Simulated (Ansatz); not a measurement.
Ni (model structure, started from the simple cubic type, Pm-3m, No. 221, 1 atom in the cell), treated with LDA (Ansatz, a quantum-chemistry and plane-wave program, plane waves, PAW).

Run with plane-wave cutoff 520 eV, 24×24×24 k mesh, Fermi–Dirac smearing 0.05 eV, spin-polarised with parallel moments, scalar-relativistic PAW data made under PBE.

Cell (relaxed at this level):

```yaml
crystal:
  lattice:
    - [2.25988, 0.00000, 0.00000]
    - [0.00000, 2.25988, 0.00000]
    - [0.00000, 0.00000, 2.25988]
  atoms:
    - { symbol: Ni, position: [0.00000, 0.00000, 0.00000], spin: 2.0 }
```

Task: Give the computed bulk modulus.

Result: 
- bulk modulus: 187 GPa

The run finds no gap.

Note: the magnetic order was assumed, not searched for or taken from measurement; the bulk modulus is −V dP/dV from two relaxed cells at ±2 % in volume; the moments ended far under their starting size, a low-moment state that need not be the lowest; the relaxation could raise the start's symmetry but not lower it, so the cell can be a saddle point.

Spins in the cell block are starting values.

Static lattice: no zero-point or thermal effects.

The result took roughly 50 core-seconds.

A model structure was made by putting elements into a prototype or built by hand; it is no filed structure, need not be a known phase, and can be a saddle point held by its symmetry.
